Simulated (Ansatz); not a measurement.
# Hypothetical zinc blende PbTe: Pb → Sn

Base system: PbTe in the zinc blende structure (space group F-43m, No. 216; a = 7.284 Å; a hypothetical phase, not in the database extracts checked).

The change: every Pb is replaced by Sn; the structure is relaxed again.

The values are results of r2SCAN, PAW, 500 eV (Ansatz, a first-principles code; scalar-relativistic without spin-orbit coupling), not measurements. k-mesh 11×11×11 (Γ-centred); smearing 0.05 eV (Fermi–Dirac), for the changed cell.

```json
[
 {"quantity": "volume per atom", "base": "48.32 Å³", "changed": "46.01 Å³", "shift": "-2.31 Å³"},
 {"quantity": "lattice parameter a", "base": "7.284 Å", "changed": "7.167 Å", "shift": "-0.1178 Å"},
 {"quantity": "space group", "base": "F-43m (No. 216)", "changed": "F-43m (No. 216)", "shift": "–"},
 {"quantity": "shortest interatomic distance", "base": "3.154 Å", "changed": "3.103 Å", "shift": "-0.051 Å"},
 {"quantity": "band gap", "base": "0.75 eV", "changed": "0.08 eV", "shift": "-0.67 eV"},
 {"quantity": "gap character", "base": "indirect, W → X", "changed": "indirect, W → X", "shift": "–"},
 {"quantity": "smallest direct gap", "base": "1.37 eV", "changed": "0.87 eV", "shift": "-0.506 eV"},
 {"quantity": "width of the top valence band", "base": "1.96 eV", "changed": "2.25 eV", "shift": "+0.283 eV"},
 {"quantity": "electron mass", "base": "2.0 mₑ along k, 0.34 mₑ across (at X)", "changed": "1.8 mₑ along k, 0.35 mₑ across (at X)", "shift": "–"},
 {"quantity": "hole mass", "base": "–", "changed": "0.33 mₑ (at W)", "shift": "–"}
]
```

Cost of the whole job for the changed cell (relaxation, final SCF and bands): about 2.5 core-minutes (a rough figure).

Spin-orbit coupling, missing from the scalar runs, can matter with Pb and Te. Effective masses come from finite differences of ±0.01 Å⁻¹. Along k means along the line from Γ to the band edge. Whether these cells are dynamically stable was not tested. For SnTe in this form, whether it has been made was not checked. The zero or small gap of SnTe can change with the level of theory.
